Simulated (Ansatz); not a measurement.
The starting structures come from a database of crystals and need not be the phases stable at ambient conditions.

By PBEsol, the system below comes out a metal.

A figure of merit of an interconnect metal is its ballistic conductance per area.

Data:

```
CELL_PARAMETERS angstrom
      4.23556     0.00000     0.00000
      0.00000     5.98999     0.00000
      0.00000     2.99499     2.99499
ATOMIC_POSITIONS crystal
  Ti 0.00000 0.50000 0.00000
  Ti 0.50000 0.00000 0.50000
  Ti 0.50000 0.50000 0.50000
  In 0.00000 0.00000 0.00000
  C  0.50000 0.50000 0.00000
```

Space group of this cell: Pm-3m, anti-perovskite. The cell is taken as given; by PBEsol its mean pressure is -3.9 GPa.

The current flows along the normal of the first two printed cell vectors, the (110) plane of the conventional cell. No spin-orbit coupling; the value is a mean over 0.1 eV about the Fermi level.

Problem. State the ballistic conductance per area according to PBEsol (Ansatz, a quantum-chemistry and plane-wave program).

Solution. 0.45 × 10¹⁵ S/m² for both spins.
